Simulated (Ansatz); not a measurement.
# HgTe (model structure, started from the CsCl type, Pm-3m, No. 221, 2 atoms in the cell)

Method: r²SCAN (Ansatz, a quantum-chemistry and plane-wave program, plane waves, PAW).

Run with plane-wave cutoff 500 eV, 12×12×12 k mesh, Fermi–Dirac smearing 0.05 eV, scalar-relativistic PAW data made under PBE.

Cell (relaxed at this level):

```
CELL_PARAMETERS angstrom
      3.79148     0.00000     0.00000
      0.00000     3.79148     0.00000
      0.00000     0.00000     3.79148
ATOMIC_POSITIONS crystal
  Hg 0.00000 0.00000 0.00000
  Te 0.50000 0.50000 0.50000
```

```json
{
 "band_gap": "none"
}
```

Note: the relaxation could raise the start's symmetry but not lower it, so the cell can be a saddle point.

Spin–orbit coupling is not included; it can shift volumes and moduli of such heavy elements.

Static lattice: no zero-point or thermal effects.

Cost on a shared machine: about 27 core-seconds (a rough figure).

A model structure was made by putting elements into a prototype or built by hand; it is no filed structure, need not be a known phase, and can be a saddle point held by its symmetry.
